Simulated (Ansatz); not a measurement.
For BP (model structure, started from the CdTe type, P6₄22, No. 181, 6 atoms in the cell), PBE (PAW; Ansatz, a program for electronic structure) gives:

```
Property                   Result
-------------------  ------------
lattice parameter a       3.279 Å
c axis length             6.996 Å
bulk modulus B0           171 GPa
cohesive energy      4.80 eV/atom
band gap                  0.04 eV
```

Task: What does r²SCAN in Ansatz (plane waves, PAW) give for the same quantities?

Result: 
- lattice constant a: 3.276 Å (shrinks by 0.1 %)
- lattice parameter c: 7.005 Å (rises by 0.1 %)
- bulk modulus: 177 GPa (grows by 3.5 %)
- cohesive energy: 4.72 eV/atom (falls by 0.08 eV/atom)
- band gap: 0.23 eV (grows by 0.19 eV)

Changes are worked out from the printed values.

Unless a cell is named, each level is at its own relaxed cell (PBE 10.85, r²SCAN 10.85 Å³/atom).

Density-functional gaps are differences of (generalised) Kohn–Sham levels.

Caveats: the bulk modulus is −V dP/dV from two relaxed cells at ±2 % in volume (PBE, r²SCAN). Ansatz's density-functional and Hartree–Fock values are scalar-relativistic unless marked +SOC, with PAW data made under PBE.

A model structure was made by putting elements into a prototype or built by hand; it is no filed structure, need not be a known phase, and can be a saddle point held by its symmetry.
